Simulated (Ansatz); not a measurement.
The reference is CoPdO₂ (space group R-3m, No. 166; non-magnetic).

```xyz
4
Lattice="1.4310 0.8262 5.9447 -1.4310 0.8262 5.9447 0.0000 -1.6523 5.9447" Properties=species:S:1:pos:R:3 pbc="T T T"
Pd     0.0000     0.0000     0.0000
Co     0.0000     0.0000     8.9171
O      0.0000     0.0000     2.0122
O      0.0000     0.0000    15.8220
```

Calculations: PBE (Ansatz, a quantum-chemistry and plane-wave program; PAW; 420 eV plane waves; no SOC).

One change was made to it. Results:

```tsv
quantity	base	after
lattice parameter a	2.862 Å	2.813 Å
c/a ratio	6.231	6.294
```

Problem. Name the change that was made.
A) pressure −2 GPa
B) pressure 1.8 GPa
C) pressure 9 GPa

Solution. C, pressure 9 GPa. For comparison, the lattice parameter a in the other runs: pressure 1.8 GPa gives 2.851 Å; pressure −2 GPa gives 2.874 Å.

Load acts through the strain it causes; cell and atoms are relaxed under it. Whether these cells are dynamically stable was not tested. Competing high-pressure phases were not computed. Starting moments died away, wholly or in part, for the base; another magnetic solution may exist. No Hubbard U is applied and the magnetic state is the run's own (CoPdO2 not spin-polarised; CoPdO2 non-magnetic); other magnetic orders, which need larger cells, were not tried and can change the gap. The final runs are not spin-polarised. An odd electron count without spin: CoPdO2.
